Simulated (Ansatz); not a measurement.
Consider Ir in the fcc (Cu type) structure (space group Fm-3m, No. 225; a = 3.8303 Å).

Structures relaxed with plane-wave PAW DFT at the PBEsol level (Ansatz, an electronic-structure program, 420 eV), no spin-orbit coupling, earlier PAW set.

Base:

Simulated powder pattern, Cu Kα1, λ = 1.54056 Å (kinematic, ideal powder, no thermal factors, no anomalous dispersion; the 8 strongest lines at most, above 2 %, up to 2θ = 90°):

| 2θ (°) | I/Imax (%) | hkl |
|---|---|---|
| 40.77 | 100 | (111) |
| 47.43 | 49 | (200) |
| 69.33 | 33 | (220) |
| 83.67 | 40 | (311) |
| 88.32 | 12 | (222) |

One thing is altered: every Ir is replaced by Rh, then cell and atoms are relaxed.

How do the reflections move or split?


Simulated powder pattern, Cu Kα1, λ = 1.54056 Å (kinematic, ideal powder, no thermal factors, no anomalous dispersion; the 8 strongest lines at most, above 2 %, up to 2θ = 90°):

| 2θ (°) | d (Å) | I/Imax (%) | hkl |
|---|---|---|---|
| 41.33 | 2.182 | 100 | (111) |
| 48.10 | 1.890 | 47 | (200) |
| 70.39 | 1.336 | 29 | (220) |
| 85.04 | 1.140 | 35 | (311) |
| 89.80 | 1.091 | 11 | (222) |

The indices refer to each structure's own conventional cell; one index is shown for lines that coincide.

No phonon test of stability was made. The final runs are not spin-polarised.
